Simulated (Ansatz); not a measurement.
Base system: CdSe in the zinc blende structure (space group F-43m, No. 216; a = 6.082 Å). Axes: x, y, z lie along the cube axes.

Level of theory: PBEsol in Ansatz (plane waves to 420 eV, PAW, no spin-orbit coupling).

For the base:

```
Property                            Result
---------------------  -------------------
Valence-band top at Γ  0.00, 0.00, 0.00 eV
Pressure                          0.00 GPa
Electron mass              0.049 mₑ (at Γ)
```

One thing is altered: uniaxial strain ε_zz = −3.18 %, all other strain components held at zero; the atoms relax in the strained cell.

### Question
Estimate the effect on the valence-band top at Γ, energy relative to the base, pressure, electron mass and hole mass.

### Answer
The valence-band top at Γ (three highest levels, from the VBM) goes from 0.00, 0.00, 0.00 eV to 0.00, -0.10, -0.10 eV; the energy increases by 5.8 meV/atom; the pressure (mean of the normal stresses, compression positive) goes from zero to 1.78 GPa; the electron mass changes from 0.049 mₑ (at Γ) to 0.048 mₑ along z, 0.055 mₑ across (at Γ); the hole mass comes out as 0.050 mₑ along z, 0.62 mₑ across (at Γ).

The levels and masses belong to the bands next to the band gap. Effective masses come from finite differences of ±0.01 Å⁻¹. Stability against distortions was not tested.

Ansatz is a first-principles code.
